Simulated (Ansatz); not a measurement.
The parent structure is BeSe in the zinc blende structure (space group F-43m, No. 216; a = 5.0816 Å). Axes: x, y, z lie along the cube axes.

Calculations: LDA, PAW, 420 eV (Ansatz, a quantum-chemistry and plane-wave program; scalar-relativistic without spin-orbit coupling).

Before the change:

| Quantity | Value |
|---|---|
| Valence-band top at Γ | 0.00, 0.00, 0.00 eV |
| Electron mass | 0.83 mₑ along k, 0.26 mₑ across (at X) |
| Pressure | -0.01 GPa |

The change: the cell is compressed by 1.50 % along z with no lateral relaxation, atoms relaxed at fixed cell.

Q: What happens to the valence-band top at Γ?

A: The valence-band top at Γ (three highest levels, from the VBM) goes from 0.00, 0.00, 0.00 eV to 0.00, -0.08, -0.08 eV.

Q: Estimate the effect on the electron mass.

A: The electron mass changes from 0.83 mₑ along k, 0.26 mₑ across (at X) to 0.81 mₑ along k, 0.26 mₑ across (at X).

Q: What does the calculation give for the energy relative to the base after the change?

A: The energy goes up by 1.6 meV/atom.

Q: Estimate the effect on the pressure.

A: The pressure (mean of the normal stresses, compression positive) increases by 1.304 GPa to 1.30 GPa.

The levels and masses belong to the bands next to the band gap. The cells carry an imposed strain or load. Masses are band curvatures over ±0.01 Å⁻¹ around the edge. Along k means along the line from Γ to the band edge. Whether these cells are dynamically stable was not tested.
